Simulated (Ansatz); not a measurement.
Cost and result by functional for the surface energy of the (211) surface of fcc Ir in its 1x1 cell, outermost plane spacing 0.79 Å in the ideal cut, in Ansatz (plane waves, PAW). Single points on the PBE structure, on one kind of machine; costs are rough ratios of the slab run's core time (references not counted) to the cheapest single point. r2SCAN's cost holds its higher cutoff (500 against 420 eV). Differences are taken against r2SCAN for comparison alone: no measured value is at hand, so the table doesn't rank accuracy.

Set-up: 14 atoms, 10.3 Å thick at the start (thin: gaps and levels are the slab's own); mesh 14x6x1; 0.1 eV smearing; dipole correction on; all atoms relaxed; symmetry of the start imposed; no spin, no spin-orbit, no U. These notes are the PBE run's.

```
functional                     relative cost  surface energy (J/m²)  less r2SCAN (J/m²)
-----------------------------  -------------  ---------------------  ------------------
PBEsol                                     1                   3.20                0.19
LDA                                        1                   3.37                0.36
RPBE                                       1                   2.49               -0.52
r2SCAN                                     2                   3.01                0.00
PBE (the relaxed run's value)              –                   2.74               -0.27
```

The values span 0.87 J/m², while the single points' costs differ by a factor of roughly 2. Differences are of unrounded values.

Ansatz is an electronic-structure program.
